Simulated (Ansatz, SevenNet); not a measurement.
For NiAs-type NiSb, the machine-learned potential SevenNet-0 (trained on PBE and PBE+U data) gives:

- lattice parameter a: 3.976 Å
- c axis length: 5.126 Å

Problem. What does r²SCAN+SOC (Ansatz, an electronic-structure program, PAW) give for the same quantities?

Solution. 
- lattice constant a: 3.931 Å (decreases by 1.1 %)
- lattice parameter c: 5.122 Å (drops by 0.1 %)

For comparison: lattice constant a 3.946 Å (measured, temperature not stated, no zero-point or thermal correction; as tabulated in Wikipedia's data pages); lattice parameter c 5.148 Å (measured, temperature not stated, not corrected to a static lattice; as tabulated in Wikipedia's data pages).

Changes are worked out from the printed values.

Unless a cell is named, each level is at its own relaxed cell (SevenNet-0 17.54, r²SCAN+SOC 17.13 Å³/atom).

Ansatz's density-functional and Hartree–Fock values are scalar-relativistic unless marked +SOC, with PAW data made under PBE.
